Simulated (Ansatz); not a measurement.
**CsSnI3: holes 3.0×10^21 cm⁻³**

Base system: CsSnI3 in the cubic perovskite structure (space group Pm-3m, No. 221; a = 6.2236 Å).

One thing is altered: hole doping at 3.0×10^21 cm⁻³ (0.723 per cell), with a uniform compensating background at fixed cell and a 300 K Fermi–Dirac width.

Calculations: r2SCAN/PAW in Ansatz (a quantum-chemistry and plane-wave program), no spin-orbit coupling. k-mesh 8×8×8 (Γ-centred); smearing 0.0259 eV (Fermi–Dirac).

```json
[
 {"quantity": "gap between the host's bands", "base": "0.46 eV", "changed": "0.39 eV", "shift": "-0.07 eV"},
 {"quantity": "gap character", "base": "direct at R", "changed": "direct at R", "shift": "–"},
 {"quantity": "Fermi level relative to the doped band's edge (positive inside the band; to 0.05 eV)", "base": "–", "changed": "+1.50 eV", "shift": "–"}
]
```

Final structure:

```yaml
crystal:
  lattice:
    - [6.22355, 0.00000, 0.00000]
    - [0.00000, 6.22355, 0.00000]
    - [0.00000, 0.00000, 6.22355]
  atoms:
    - { symbol: Cs, position: [0.00000, 0.00000, 0.00000] }
    - { symbol: Sn, position: [0.50000, 0.50000, 0.50000] }
    - { symbol: I, position: [0.00000, 0.50000, 0.50000] }
    - { symbol: I, position: [0.50000, 0.50000, 0.00000] }
    - { symbol: I, position: [0.50000, 0.00000, 0.50000] }
```
Cell charge +0.723163.

Charged cell with a jellium background: band edges are those of the host's band count, energies are not comparable with the neutral cell, and many-body gap narrowing is missing. Spin-orbit coupling, missing from the scalar runs, can matter with I. Whether these cells are dynamically stable was not tested. Many cubic perovskites are stable only at high temperature; tilts and polar distortions were not tested.
